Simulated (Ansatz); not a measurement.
# InBi in the zinc blende structure (space group F-43m, No. 216; a cell from a computed database, its experimental status unchecked)

```cif
data_Bi4In4
_chemical_formula_sum 'In4 Bi4'
_space_group_name_H-M_alt 'F-43m'
_space_group_IT_number 216
_space_group_name_Hall 'F -4 2 3'
_cell_length_a 6.72193
_cell_length_b 6.72193
_cell_length_c 6.72193
_cell_angle_alpha 90.000
_cell_angle_beta 90.000
_cell_angle_gamma 90.000
loop_
_atom_site_label
_atom_site_type_symbol
_atom_site_symmetry_multiplicity
_atom_site_Wyckoff_symbol
_atom_site_fract_x
_atom_site_fract_y
_atom_site_fract_z
_atom_site_occupancy
In1 In 4 a 0.00000 0.00000 0.00000 1
Bi1 Bi 4 c 0.25000 0.25000 0.25000 1
```
(The calculation used a cell of 2 atoms; values per cell refer to that cell.)

The values are results of PBEsol/PAW in Ansatz (a quantum-chemistry and plane-wave program), scalar-relativistic without spin-orbit coupling, earlier PAW set, not measurements. Settings: 12×12×12 k-points, 0.05 eV Fermi–Dirac smearing.

| Quantity | Result |
|---|---|
| Volume per atom | 37.97 Å³ |
| Density | 7.08 g/cm³ |
| Band gap | zero |
| Total energy | -8884.916 eV/atom (σ→0; compares only within this code and set-up) |

With Bi present, leaving out spin-orbit coupling can change the band edges. Whether these cells are dynamically stable was not tested.
